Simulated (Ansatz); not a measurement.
A15 Nb3Sn (cubic form, which distorts at low temperature), treated with r²SCAN in Ansatz (PAW).

The input as run:

Ansatz 0.2 input:
```yaml
crystal:
  lattice:
    - [5.3740957722, 0.0, 0.0]
    - [0.0, 5.3740957722, 0.0]
    - [0.0, 0.0, 5.3740957722]
  atoms:
    - { symbol: Nb, position: [0.25, 0.0, 0.5] }
    - { symbol: Nb, position: [0.5, 0.25, 0.0] }
    - { symbol: Nb, position: [0.5, 0.75, 0.0] }
    - { symbol: Nb, position: [0.75, 0.0, 0.5] }
    - { symbol: Nb, position: [0.0, 0.5, 0.75] }
    - { symbol: Nb, position: [0.0, 0.5, 0.25] }
    - { symbol: Sn, position: [0.5, 0.5, 0.5] }
    - { symbol: Sn, position: [0.0, 0.0, 0.0] }
basis:
  ecutwfc: 560
  ecutrho_ratio: 4
  xc_grid: 3
kpoints:
  mp_grid: { grid: [10, 10, 10] }
hamiltonian:
  xc: r2scan
  dispersion: none
  pseudopotentials: { kind: paw }
scf:
  occupations: { method: fermi_dirac, width: 0.05 }
  convergence: { dr2_threshold: 0.0000000008 }
output:
  forces: true
  stress: true
  eigenvalues: true
```

Output (set-up and result lines):

```
Crystal: 8 atoms, lattice volume = 155.209 Å³
Basis set: ecut = 560 eV, 4697 PW (Γ), exchange–correlation on 135×135×135 points (27 copies of the dense FFT grid, shifted against one another)
Bands: 64, of which v1, the nominal top of the filled ones, is band 53 counted from 1 (52 counted from 0)
Symmetry: 48 space group operations
Space group: Pm-3n (ITA 223), of the structure as read, at distance tolerance 5.4e-5 Å
k-points: 56 of 1000
Functional: x = r2scan, c = r2scan; τ floored in thin density (d = 2e-4 eV/Å³)
SCF iter   1: F=—  HF=-39460.809674 eV  |F-HF|=—  |Δ(HF+E_count)|=         —  Δρ=9.48e-3  dr2=1.40e-1  dr2_τ=7.87e-2
SCF iter   2: F=—  HF=-39460.814681 eV  |F-HF|=—  |Δ(HF+E_count)|=   5.01e-3  Δρ=5.17e-3  dr2=3.86e-2  dr2_τ=2.04e-3
  ...
SCF iter   7: F=—  HF=-39460.809377 eV  |F-HF|=—  |Δ(HF+E_count)|=   4.56e-8  Δρ=2.82e-6  dr2=1.50e-8  dr2_τ=8.34e-10
SCF iter   8: F=-39460.809377 eV  HF=-39460.809377 eV  |F-HF|=7.28e-12  |Δ(HF+E_count)|=   2.78e-9  Δρ=5.02e-7  dr2=3.35e-10  dr2_τ=1.73e-11
SCF 1 converged in 8 iterations: F = -39460.809377 eV  dr2 = 3.35e-10
SCF converged after 8 iterations
Free energy (F): -39460.809377 eV
Internal energy: -39460.704668 eV  (E = F + TS)
E sigma→0 (E₀):  -39460.757023 eV
Fermi energy:    16.245371 eV
--- Forces (eV/Å), atoms counted from 1 ---
  atom   1  Nb     0.00000000     0.00000000     0.00000000
  atom   2  Nb     0.00000000     0.00000000     0.00000000
  atom   3  Nb    -0.00000000    -0.00000000     0.00000000
  atom   4  Nb    -0.00000000    -0.00000000     0.00000000
  atom   5  Nb     0.00000000    -0.00000000     0.00000000
  atom   6  Nb     0.00000000     0.00000000    -0.00000000
  atom   7  Sn     0.00000000     0.00000000     0.00000000
  atom   8  Sn     0.00000000     0.00000000    -0.00000000
--- Stress (GPa, compression-positive) ---
       -6.142932       0.000000       0.000000
        0.000000      -6.142932       0.000000
        0.000000       0.000000      -6.142932
  P = ⅓ Tr σ = -6.1429 GPa (-61.429 kbar)
```

The cell is one volume of an energy–volume scan, off the minimum.

The PAW data were made under PBE.

Note: symmetry holds this phase in the static calculation, where it need not be a minimum.

Ansatz is a first-principles code.
